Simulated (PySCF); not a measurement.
PySCF 2.14.0, WB97X/def2-svp, df: hexafluoroethane (FC(F)(F)C(F)(F)F), 8 atoms. The geometry is a generated start, not checked to be a minimum at this level.

| Quantity | Value |
|---|---|
| task | energy |
| method | wb97x |
| basis | def2-svp |
| two-electron scheme | density fitting |
| mol.max_memory | 3000 MB |
| mf.max_cycle | 100 |
| mf.conv_tol | 1e-09 (default) |
| mf.grids.level | 3 (default) |
| basis functions | 112 |
| grid points | 113808 |

```xyz
8

F      1.4007    -0.3039    -1.0215
C      0.7676    -0.0676     0.1212
F      1.2518     1.0510     0.6461
F      1.0212    -1.0684     0.9562
C     -0.7673     0.0662    -0.1219
F     -1.0199     1.0743    -0.9491
F     -1.2550    -1.0465    -0.6552
F     -1.3991     0.2948     1.0242
```

With the defaults (mf.diis = true, mf.init_guess = minao, newton = off, mf.diis_space = 8, mf.level_shift = 0, mf.DIIS = CDIIS, mf.damp = 0, mf.diis_start_cycle = 1) it converges in 12 Fock builds. One run each on 2 threads, 1 BLAS thread, with these changes:
- mf.diis_space = 5
- mf.DIIS = EDIIS
- mf.damp = 0.7, mf.diis_start_cycle = 8
- mf.diis = false
- mf.init_guess = mod_huckel
- mf.diis_space = 12
- mf.init_guess = atom
- mf.level_shift = 0.3 Hartree
- newton = Hessian by the SCF's own integrals

### Question
Which of these changes keep the SCF from converging, or lead it to another solution?

### Answer
No convergence: mf.diis = false (the run ends without SCF convergence in 100 cycles). The rest reach the solution of the defaults.

```csv
setting,Fock builds,end
the defaults,12,same solution
mf.init_guess = atom,12,same solution
mf.diis_space = 12,12,same solution
mf.init_guess = mod_huckel,12,same solution
mf.diis_space = 5,12,same solution
mf.level_shift = 0.3 Hartree,13,same solution
"mf.damp = 0.7, mf.diis_start_cycle = 8",16,same solution
newton = Hessian by the SCF's own integrals,24,same solution
mf.DIIS = EDIIS,53,same solution
mf.diis = false,101,no convergence
```

Under newton the count holds the products with the orbital Hessian.
